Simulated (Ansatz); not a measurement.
Consider HfC in the rock salt structure (space group Fm-3m, No. 225; a = 4.6071 Å; relaxed with 0.1 eV smearing). Axes: x, y, z lie along the cube axes.

The values are results of PBEsol, PAW, 420 eV (Ansatz, a quantum-chemistry and plane-wave program; spin-orbit coupling left out), not measurements.

It is then changed as follows: tensile biaxial strain of 3.00 % in the plane normal to [001], as in epitaxy on a mismatched substrate; the out-of-plane cell vector and the atoms relax.

Task: Predict the new out-of-plane strain.

Result: The out-of-plane strain is -1.09 %.

No phonon test of stability was made. All final runs are without spin polarisation.
